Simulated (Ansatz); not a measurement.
Base system: WSi₂ (space group I4/mmm, No. 139; a = 3.185 Å, c = 7.773 Å; relaxed with 0.1 eV smearing). Axes: x, y, z lie along a, b, c of the conventional cell.

Calculations: Ansatz (a program for electronic structure), LDA, PAW, cutoff 420 eV, no spin-orbit coupling.

Strains are applied to the cell and any free atomic positions relax; under biaxial strain the out-of-plane vector relaxes too.

One change was made to it. Results:

```json
[
 {"quantity": "shortest interatomic distance", "base": "2.571 Å", "after": "2.577 Å"},
 {"quantity": "pressure (mean of the normal stresses, compression positive)", "base": "0.0 GPa", "after": "3.8 GPa"},
 {"quantity": "energy relative to the base (free energy F)", "base": "0 meV/atom", "after": "+4.6 meV/atom"}
]
```

Task: Which of these changes matches the shifts?
A. biaxial strain −2.50 %, plane normal [001], relaxed out of plane
B. biaxial strain +1.00 %, plane normal [001], relaxed out of plane
C. biaxial strain −1.00 %, plane normal [001], relaxed out of plane

Result: C, biaxial strain −1.00 %, plane normal [001], relaxed out of plane. For comparison, the pressure in the other runs: biaxial strain −2.50 %, plane normal [001], relaxed out of plane gives 9.9 GPa; biaxial strain +1.00 %, plane normal [001], relaxed out of plane gives -3.5 GPa.

Stability against distortions was not tested. All final runs are without spin polarisation.
